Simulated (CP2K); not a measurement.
Worked example: self-consistent single point of NiGePd (P1, 6 atoms in the cell) in CP2K.

Method of the run: PBEsol, GPW, DZVP-MOLOPT-SR-GTH basis, GTH-PBE potentials (GTH_POTENTIALS) (CP2K).

The change in words: atoms moved at random. Reference geometry:
```
NiGePd
1.0
    3.66721     0.00000     0.00000
    0.00000     3.66721     0.00000
    0.00000     0.00000     6.31577
Ni Ge Pd
2 2 2
Direct
  0.50000   0.50000   0.00000
  0.00000   0.00000   0.00000
  0.50000   0.00000   0.24401
  0.00000   0.50000   0.75599
  0.50000   0.00000   0.63975
  0.00000   0.50000   0.36025
```

Reference input (self-consistent single point, DFT PBEsol, GPW, DZVP-MOLOPT-SR-GTH basis, GTH-PBE potentials (GTH_POTENTIALS)): CUTOFF = 600 Ry; REL_CUTOFF = 50 Ry; SMEAR/METHOD = GAUSSIAN; SIGMA = 0.1 eV; KPOINTS/SCHEME = MONKHORST-PACK 6 6 4; GAMMA_CENTERED = T; XC_FUNCTIONAL = PBE:PBESOL; Ni/BASIS_SET = DZVP-MOLOPT-SR-GTH-q18; Ni/POTENTIAL = GTH-PBE-q18; Ge/BASIS_SET = DZVP-MOLOPT-SR-GTH-q4; Ge/POTENTIAL = GTH-PBE-q4; Pd/BASIS_SET = DZVP-MOLOPT-SR-GTH-q18. This run's input differs from it in these lines:

```diff
@@ -73,8 +73,8 @@
     &COORD
-      Ni       1.83360550     1.83360550     0.00000000
-      Ni       0.00000000     0.00000000     0.00000000
-      Ge       1.83360550     0.00000000     1.54111128
-      Ge       0.00000000     1.83360550     4.77465972
-      Pd       1.83360550     0.00000000     4.04051450
-      Pd       0.00000000     1.83360550     2.27525650
+      Ni       1.85017763     1.81629260     0.02740413
+      Ni       0.05882573     0.00357553     0.02492835
+      Ge       1.77793357     0.01659046     1.43777264
+      Ge      -0.00047307     1.80353070     4.76484501
+      Pd       1.79749814     0.00983179     4.05787024
+      Pd       0.01685450     1.85099541     2.31872164
     &END COORD
```

Log, with long lists cut:

```
 SCF WAVEFUNCTION OPTIMIZATION

  Step     Update method      Time    Convergence         Total energy    Change
     1 NoMix/Diag. 0.30E+00      -     1.28627823      -601.5982484225 -6.02E+02
     2 Broy./Diag. 0.30E+00      -     0.76350288      -601.2217851092  3.76E-01
     3 Broy./Diag. 0.30E+00      -     0.44878419      -609.9493284159 -8.73E+00
     4 Broy./Diag. 0.30E+00      -     0.08086465      -597.4656671095  1.25E+01
     5 Broy./Diag. 0.30E+00      -     0.06170486      -600.0773218236 -2.61E+00
     6 Broy./Diag. 0.30E+00      -     0.03270337      -601.2976151549 -1.22E+00
   [... 7 lines left out ...]
    14 Broy./Diag. 0.30E+00      -     0.00000215      -600.3607525778  8.96E-05
    15 Broy./Diag. 0.30E+00      -     0.00000049      -600.3607757008 -2.31E-05
    16 Broy./Diag. 0.30E+00      -     0.00000036      -600.3607790458 -3.35E-06
    17 Broy./Diag. 0.30E+00      -     0.00000005      -600.3607800068 -9.61E-07
  *** SCF run converged in    17 steps ***

  Overlap energy of the core charge distribution:               0.00000000176227
  Self energy of the core charge distribution:               -984.84246396099377
  Core Hamiltonian energy:                                    255.39847505070003
  Hartree energy:                                             189.92384510855905
  Exchange-correlation energy:                                -60.84048927337261
  Smearing free energy correction:                             -0.00014693346955
  Fermi energy:                                                 0.43128912561847

  Total energy:                                              -600.36078000682005
  Total energy (extrapolated to sigma->0):                   -600.36070654008529

   [... lines left out ...]

 STRESS| Analytical stress tensor [bar]
 STRESS|                        x                   y                   z
 STRESS|      x       -4.83110126843E+04   3.02555450702E+02   1.44453188665E+04
 STRESS|      y        3.02555450702E+02  -5.08015960655E+04  -8.09500002513E+03
 STRESS|      z        1.44453188665E+04  -8.09500002513E+03  -5.40749202745E+04
 STRESS| 1/3 Trace                                            -5.10625096748E+04
```

The run converged in 17 iterations. Against the reference run the free energy goes up by 32.0 meV/atom, the pressure goes from -6.57 to -5.11 GPa and the largest force goes from 0.094 to 2.104 eV/Å.

The starting cell comes from a database of computed structures (which also holds hypothetical and non-ambient phases and stackings), without a prior relaxation at this level. Its lattice was rescaled by a random factor within 2.5 % of one. For this run, on top of that: atoms moved at random. Spin polarisation is off. Values carry the incompleteness of an atom-centred basis. The potentials were made for another functional than the one used. With a pressure of about -5 GPa the cell is away from its equilibrium volume at this level. Forces in this geometry exceed 1 eV/Å.

Cost on one core of a shared machine: roughly 80 s.
